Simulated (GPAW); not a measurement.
Pressure against volume in rock-salt CaO (space group 225) (GPAW, PBE)

```yaml
crystal:
  lattice:
    - [0.00000, 2.36224, 2.36224]
    - [2.36224, 0.00000, 2.36224]
    - [2.36224, 2.36224, 0.00000]
  atoms:
    - { symbol: Ca, position: [0.00000, 0.00000, 0.00000] }
    - { symbol: O, position: [0.50000, 0.50000, 0.50000] }
```

Method of the run: PBE, GPAW PAW datasets PBE (gpaw-data 1.0.1) (plane waves; GPAW). Settings: mode = pw; ecut = 1040 eV; xc = PBE; kpts = 12 12 12; mesh shift (steps) = 0 0 0; occupations.name = fermi-dirac; occupations.width = 0.01 eV; nbands = -8; convergence.density = 1e-05 e/electron; convergence.bands = -6; symmetry.symmorphic = false; symmetry.tolerance = 0.0005; maxiter = 120. The cell above is the first row's. The rows scale it uniformly. In all rows fractional positions and the k mesh are held.

| V (Å^3/atom) | P (GPa) |
|---|---|
| 13.182 | 8.88 |
| 13.468 | 5.97 |
| 13.755 | 3.34 |
| 14.041 | 1.00 |
| 14.328 | -1.10 |
| 14.614 | -3.00 |
| 14.901 | -4.69 |
| 15.188 | -6.22 |
| 15.474 | ? |

Fit P of the 8 rows that show it with a cubic. With u = V - 14.2, the rows have u = -1.0180, -0.7320, -0.4450, -0.1590, 0.1280, 0.4140, 0.7010, 0.9880. Least squares gives P = -0.197 - 7.3002·u + 1.4000·u² - 0.1843·u³. Residuals (row less fit): 0.000, 0.001, -0.005, 0.000, 0.009, -0.008, 0.000, 0.001; standard error 0.006 (degrees of freedom: 4). The fitted pressure is zero at V0 = 14.17, where dP/dV = -7.376, so B0 = -V0·dP/dV = 105 GPa.

What does the fit predict for P at V = 15.474, and how far is the calculated value from it?

u = 1.2740, so P = -0.197 - 7.3002 × 1.2740 + 1.4000 × 1.2740² - 0.1843 × 1.2740³ = -7.606 GPa. The calculation gives -7.60 GPa, 0.006 GPa above the prediction (under 0.05 % of the range of P in the table). The row lies outside the fitted rows, so this is an extrapolation. From the scatter of the fitted rows alone, a prediction at this place has a standard error of 0.017 GPa, so the miss is 0.4 times that.

Carrying the step between the two nearest rows on in a straight line would have given -7.74, off by 0.14; series whose last step already gives the withheld value aren't shown. The scan was laid around a cell of about the measured size, scaled by a guess for this functional. The runs keep the symmetry of the cell, so they don't test it for distortions. Cutoffs and mesh are single choices, not tested for convergence of this quantity. Series with a scatter that would blur these digits, or in which a gap closes, are not shown.
